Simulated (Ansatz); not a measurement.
The starting structures come from a database of crystals and need not be the phases stable at ambient conditions.

Tunnelling through a barrier is set by its complex band structure: the current falls as exp(−2κd) with the smallest κ.

Given:

```
HfO2
1.0
    4.89088     0.00000     0.00000
    0.00000     5.08032     0.00000
    0.00000     0.00000     5.16487
Hf O
4 8
Direct
  0.27207   0.72259   0.28180
  0.27207   0.27741   0.71820
  0.72793   0.22259   0.21820
  0.72793   0.77741   0.78180
  0.57562   0.50000   0.50000
  0.42438   0.00000   0.00000
  0.48905   0.50000   0.00000
  0.51095   0.00000   0.50000
  0.10453   0.68682   0.66365
  0.10453   0.31318   0.33635
  0.89547   0.18682   0.83635
  0.89547   0.81318   0.16365
```

Space group of this cell: P2_12_12. The cell is taken as given; by r2SCAN its mean pressure is 4.0 GPa.

Transport runs along the normal of the first two printed cell vectors.

The gap is the functional's own. No spin-orbit coupling. Mid-gap values are interpolated on the energy grid.

**Question.** Compute, with r2SCAN in Ansatz (a quantum-chemistry and plane-wave program), the band gap and the smallest decay constant κ at mid-gap.

**Answer.** Gap 4.38 eV on a 6×6×6 mesh; κ = 0.382 1/Å, at the zone centre.
